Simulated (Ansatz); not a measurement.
Base system: CsBr in the CsCl type structure (space group Pm-3m, No. 221; a = 4.2420 Å). Axes: x, y, z lie along the cube axes.

Method: plane-wave PAW DFT at the PBEsol level (Ansatz, an electronic-structure program, 420 eV), scalar-relativistic without spin-orbit coupling.

Before the change:

| Property | Result |
|---|---|
| Electron mass | 0.29 mₑ (at Γ) |
| Valence-band top at Γ | 0.00, 0.00, 0.00 eV |
| Band gap | 4.45 eV |

Perturbation: biaxial strain +2.07 %, plane normal [001], relaxed out of plane (Cartesian); in-plane vectors clamped, the third vector and the atoms free.

Predict the new electron mass, out-of-plane strain, valence-band top at Γ and band gap.

The electron mass changes from 0.29 mₑ (at Γ) to 0.30 mₑ (at Γ); the out-of-plane strain comes out as -0.96 %; the valence-band top at Γ (three highest levels, from the VBM) changes from 0.00, 0.00, 0.00 eV to 0.00, -0.12, -0.12 eV; the band gap drops by 0.203 eV (4.45 eV → 4.24 eV).

Masses are band curvatures over ±0.01 Å⁻¹ around the edge. Whether these cells are dynamically stable was not tested.
